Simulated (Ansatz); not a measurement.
# Several settings converged on the (110) slab of TiCo (cut from a parent of space group no. 221; 10 atoms in the cell)

```xyz
10
Lattice="2.9810 0.0000 0.0000 0.0000 4.2158 0.0000 0.0000 0.0000 22.4316" Properties=species:S:1:pos:R:3 pbc="T T T"
Ti     0.0000     3.1619     7.0000
Co     1.4905     1.0540     7.0000
Ti     0.0000     1.0540     9.1079
Co     1.4905     3.1619     9.1079
Ti     0.0000     3.1619    11.2158
Co     1.4905     1.0540    11.2158
Ti     0.0000     1.0540    13.3237
Co     1.4905     3.1619    13.3237
Ti     0.0000     3.1619    15.4316
Co     1.4905     1.0540    15.4316
```

Base method: LDA (PW92), default PAW files made with PBE (plane waves; Ansatz, a quantum-chemistry and plane-wave program).

Base settings: basis.ecutwfc = 420 eV; kpoints.mp_grid.grid = 5 4 1; hamiltonian.xc = lda; hamiltonian.pseudopotentials = {kind: paw} (the program's default PAW files); scf.occupations.method = fermi_dirac; scf.occupations.width = 0.1 eV.

The count of work is k-points × plane waves × bands × iterations; it is no time. 

**The vacuum**

The mesh stays at the base's, so the ladder's end is converged at best in this setting alone.

Only quantities that move along the ladder and can be compared are tabulated.

```tsv
vacuum between outermost atoms (Å)	free energy less the last step's (meV/atom)	largest difference of a force vector from the last step's (eV/Å)	count of work / last
3.0	-156.86	1.076	0.24
4.0	-56.17	0.406	0.32
5.0	-15.71	0.117	0.35
6.0	-3.99	0.028	0.37
7.0	-1.01	0.008	0.40
8.0	-0.29	0.002	0.43
10.0	-0.02	0.000	0.48
12.0	0.00	0.000	0.58
14.0	0.01	0.000	0.58
17.0	0.00	0.000	0.66
20.0	0.01	0.000	0.67
25.0	-0.01	0.000	0.79
30.0	0.00	0.000	1.0
```

Smallest vacuum between outermost atoms (Å) that holds the free energy within 0.5 meV/atom of the last step, with all finer ones: 8.0, at 0.43 of the last step's count of work; the step before is off by 1.0 meV/atom.

Smallest vacuum between outermost atoms (Å) that holds the forces within 0.01 eV/Å of the last step, with all finer ones: 7.0, at 0.40 of the last step's count of work; the step before is off by 0.028 eV/Å.

**The plane-wave cutoff**

The mesh stays at the base's, so the ladder's end is converged at best in this setting alone.

Only quantities that move along the ladder and can be compared are tabulated.

```csv
basis.ecutwfc,free energy less the last step's (meV/atom),largest difference of a force vector from the last step's (eV/Å),count of work / last
210 eV,10151.64,1.041,0.18
250 eV,2623.29,0.570,0.19
295 eV,458.95,0.045,0.25
355 eV,32.35,0.006,0.25
420 eV,2.21,0.001,0.35
505 eV,1.21,0.001,0.52
630 eV,0.56,0.000,0.65
840 eV,0.00,0.000,1.0
```

Coarsest basis.ecutwfc that holds the free energy within 5 meV/atom of the last step, with all finer ones: 420 eV, at 0.35 of the last step's count of work; the step before is off by 32 meV/atom.

Coarsest basis.ecutwfc that holds the forces within 0.02 eV/Å of the last step, with all finer ones: 355 eV, at 0.25 of the last step's count of work; the step before is off by 0.045 eV/Å.

On the base run: the starting cell has typed, rounded lattice constants, without a prior relaxation at this level. The slab is cut from that crystal, and its faces are unrelaxed. Its lattice was rescaled by up to half a per cent. Spin polarisation is off. In the base run, forces exceed 1 eV/Å. Without a gap this mesh is coarse (it stands for a supercell whose shortest in-plane vector is 15 Å).

Left out of this page: 1 run of the series outside the window shown, repeating another row's setting, or not comparable.

Keys are those of Ansatz 0.2.
